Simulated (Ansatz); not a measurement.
Base system: CoSi (space group P2_13, No. 198; a = 4.431 Å; non-magnetic).

All numbers come from Ansatz (a quantum-chemistry and plane-wave program) PBE, no spin-orbit coupling, earlier PAW set.

One change was made to it. Results:

The lattice parameter a falls by 0.1016 Å (4.431 Å → 4.330 Å); the band gap remains zero.

Q: Which change produced these results?
A. pressure 4.2 GPa
B. pressure 18 GPa
C. pressure 60 GPa
D. pressure −2 GPa

A: B, pressure 18 GPa. For comparison, the lattice parameter a in the other runs: pressure −2 GPa gives 4.445 Å; pressure 60 GPa gives 4.173 Å; pressure 4.2 GPa gives 4.404 Å.

Load acts through the strain it causes; cell and atoms are relaxed under it. Stability against distortions was not tested. Competing high-pressure phases were not computed. Seeded moments were not kept for the base. The final runs are not spin-polarised. The zero or small gap of CoSi can change with the level of theory.
